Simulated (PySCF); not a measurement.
PySCF 2.14.0, PBE0/def2-svpd, df: Mo(O)(S)(NH2)(SH) ([NH2][Mo](=[O])(=[S])[SH]), 8 atoms. The geometry is a generated start, not checked to be a minimum at this level.

- task = energy
- method = pbe0
- basis = def2-svpd
- two-electron scheme = density fitting
- mol.max_memory = 3000 MB
- mf.max_cycle = 100
- mf.init_guess = minao (default)
- mf.DIIS = CDIIS (default)
- mf.diis_space = 8 (default)
- mf.conv_tol = 1e-09 (default)
- mf.grids.level = 3 (default)
- effective core potentials = those of the basis set, past Kr
- basis functions = 155
- grid points = 117608

```xyz
8

Mo     0.4189    -0.1315     0.4680
O      0.8349     1.1661     1.3802
S      1.5877    -1.9171     0.6395
N      0.3087     0.3070    -1.3691
H      0.2061     1.2440    -1.7644
H      0.4735    -0.3376    -2.1473
S     -1.7099    -0.7706     1.1982
H     -2.1200     0.4399     1.5950
```

Charge 0 and multiplicity 1 are set for this test and not shown to be the ground state.

One run each on 2 threads, 1 BLAS thread. Values of level_shift (Hartree) tried: 0 (default), 0.1, 0.3, 1.

Question: Which value of level_shift (Hartree) needs the fewest Fock builds, and what happens away from it?

Answer: Fewest Fock builds, within one of each other: 0 (default) with 15, 0.1 with 16. The count rises to 45 at 1. All converge to one solution.

```
level_shift (Hartree)  Fock builds            end
---------------------  -----------  -------------
0 (default)                     15  same solution
0.1                             16  same solution
0.3                             20  same solution
1                               45  same solution
```
